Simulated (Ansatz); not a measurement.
A set of related cells and their band gap.

Cell A: Be3N2 (anti-bixbyite, Ia-3), 40 atoms in the cell, k-point mesh 6×6×6 on the run's own vectors.
```
Be3N2
1.0
   -4.05711     4.05711     4.05711
    4.05711    -4.05711     4.05711
    4.05711     4.05711    -4.05711
Be N
24 16
Direct
  0.50579   0.24039   0.97409
  0.49421   0.75961   0.02591
  0.73370   0.25961   0.76540
  0.26630   0.74039   0.23460
  0.99421   0.96830   0.73460
  0.00579   0.03170   0.26540
  0.76630   0.53170   0.52591
  0.23370   0.46830   0.47409
  0.53170   0.52591   0.76630
  0.46830   0.47409   0.23370
  0.96830   0.73460   0.99421
  0.03170   0.26540   0.00579
  0.25961   0.76540   0.73370
  0.74039   0.23460   0.26630
  0.24039   0.97409   0.50579
  0.75961   0.02591   0.49421
  0.76540   0.73370   0.25961
  0.23460   0.26630   0.74039
  0.97409   0.50579   0.24039
  0.02591   0.49421   0.75961
  0.52591   0.76630   0.53170
  0.47409   0.23370   0.46830
  0.73460   0.99421   0.96830
  0.26540   0.00579   0.03170
  0.22899   0.97899   0.25000
  0.77101   0.02101   0.75000
  0.27101   0.52101   0.75000
  0.72899   0.47899   0.25000
  0.97899   0.25000   0.22899
  0.02101   0.75000   0.77101
  0.52101   0.75000   0.27101
  0.47899   0.25000   0.72899
  0.75000   0.27101   0.52101
  0.25000   0.72899   0.47899
  0.25000   0.22899   0.97899
  0.75000   0.77101   0.02101
  0.50000   0.00000   0.00000
  0.00000   0.50000   0.00000
  0.00000   0.00000   0.50000
  0.50000   0.50000   0.50000
```

Cell B: Be3N2 (P6₃/mmc), 10 atoms in the cell; this is a cell from a database of computed structures that this text hasn't matched to a measured one, k-point mesh 18×18×4 on the run's own vectors.
```
CELL_PARAMETERS angstrom
      2.83637     0.00000     0.00000
     -1.41819     2.45637     0.00000
      0.00000     0.00000     9.72725
ATOMIC_POSITIONS crystal
  Be 0.33333 0.66667 0.07822
  Be 0.66667 0.33333 0.92178
  Be 0.66667 0.33333 0.57822
  Be 0.33333 0.66667 0.42178
  Be 0.00000 0.00000 0.25000
  Be 0.00000 0.00000 0.75000
  N  0.00000 0.00000 0.00000
  N  0.00000 0.00000 0.50000
  N  0.33333 0.66667 0.25000
  N  0.66667 0.33333 0.75000
```

All numbers come from Ansatz (a first-principles code), plane waves with PAW, its default PAW set, cutoff 420 eV, 500 eV for r2SCAN. The structures are at rest with r2SCAN; other levels are single points on them. HSE06 runs on coarser k-point meshes, which give the r2SCAN gaps of the finer ones within 0.03 eV. Neutral cells; Fermi-Dirac smearing of at most 0.05 eV in the solids, energies taken to zero width. The lattices are those relaxed with r2SCAN, so at other levels the solids can be strained, which adds to the spread. Larger cells are relaxed on a coarser mesh till forces fall under 0.03 eV/Å, which some starts already meet. Cells are local rest points, mostly with their start's symmetry. A dispersion term ran beside these levels; it doesn't touch the electrons. Gaps are highest filled to lowest empty Kohn-Sham level on the run's k-point mesh, states of defects and surfaces included; edges off the mesh make the true gap smaller, and under 0.08 eV counts as none.

**Question.** Give the band gap (eV) at the level HSE06, cell by cell.

**Answer.** 
| system | HSE06 |
|---|---|
| A | 4.57 |
| B | 4.64 |

With HSE06 the value of B exceeds that of A by 0.07 eV.

**Question.** Does the picture change with the functional?

**Answer.** 
```json
[
 {"cell": "A", "r2SCAN": "3.99"},
 {"cell": "B", "r2SCAN": "4.01 (indirect)"}
]
```

With r2SCAN the value differs by no more than 0.02 eV between the cells.
